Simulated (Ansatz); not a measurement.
Antifluorite K₂S, treated with Hartree–Fock in Ansatz (plane waves, PAW).

Numerical settings: plane-wave cutoff 460 eV, 6×6×6 k mesh, Fermi–Dirac smearing 0.01 eV, scalar-relativistic PAW data made under PBE.

Cell (relaxed at this level):

```
CELL_PARAMETERS angstrom
      0.00000     3.82191     3.82191
      3.82191     0.00000     3.82191
      3.82191     3.82191     0.00000
ATOMIC_POSITIONS crystal
  K  0.25000 0.25000 0.25000
  K  0.75000 0.75000 0.75000
  S  0.00000 0.00000 0.00000
```

Q: Estimate the bulk modulus, band gap and smallest direct gap on the k points sampled that the calculation returns.

A: 
- bulk modulus = 17.7 GPa
- band gap = 8.61 eV (on the SCF k mesh) (indirect)
- smallest direct gap on the k points sampled = 8.70 eV

Note: the cell is over a tenth larger than the published one (another phase or state, or a fault of the published cell, is possible).

The computed numbers hold no vibrational or temperature effects.

Ansatz is a program for electronic structure.
